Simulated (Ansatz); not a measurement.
A computed series for CdS: pressure series

The parent structure is CdS in the wurtzite structure (space group P6_3mc, No. 186).

```yaml
crystal:
  lattice:
    - [4.12436, 0.00000, 0.00000]
    - [-2.06218, 3.57180, 0.00000]
    - [0.00000, 0.00000, 6.70817]
  atoms:
    - { symbol: Cd, position: [0.33333, 0.66667, 0.00017] }
    - { symbol: Cd, position: [0.66667, 0.33333, 0.50017] }
    - { symbol: S, position: [0.33333, 0.66667, 0.37683] }
    - { symbol: S, position: [0.66667, 0.33333, 0.87683] }
```

Cell and atoms are relaxed at each pressure.

Calculations: PBEsol in Ansatz (plane waves to 420 eV, PAW, spin-orbit coupling left out).

```json
[
 {"pressure (GPa)": "-2", "band gap (eV)": "1.02"},
 {"pressure (GPa)": "-1", "band gap (eV)": "1.06"},
 {"pressure (GPa)": "0", "band gap (eV)": "1.09"},
 {"pressure (GPa)": "0.9", "band gap (eV)": "1.12"},
 {"pressure (GPa)": "2.1", "band gap (eV)": "?"},
 {"pressure (GPa)": "4.5", "band gap (eV)": "1.23"},
 {"pressure (GPa)": "9", "band gap (eV)": "1.32"},
 {"pressure (GPa)": "15", "band gap (eV)": "1.40"}
]
```

Fit E_g = E₀ + αP + βP² to the rows shown and predict the withheld row.

Least squares on the printed values gives E₀ = 1.09 eV, α = 33.6 meV/GPa, β = -0.88 meV/GPa² (largest residual 0.00 eV); this predicts 1.16 eV, and the run gives 1.16 eV, in agreement.

Load acts through the strain it causes; cell and atoms are relaxed under it. Whether these cells are dynamically stable was not tested. Measured, CdS leaves this structure (for rock salt) near 2.54 GPa (temperature not stated; as listed in Datta, Sujoy, Jana, Debnarayan, arXiv (2020)), on rising pressure, with hysteresis.

Ansatz is an electronic-structure program.
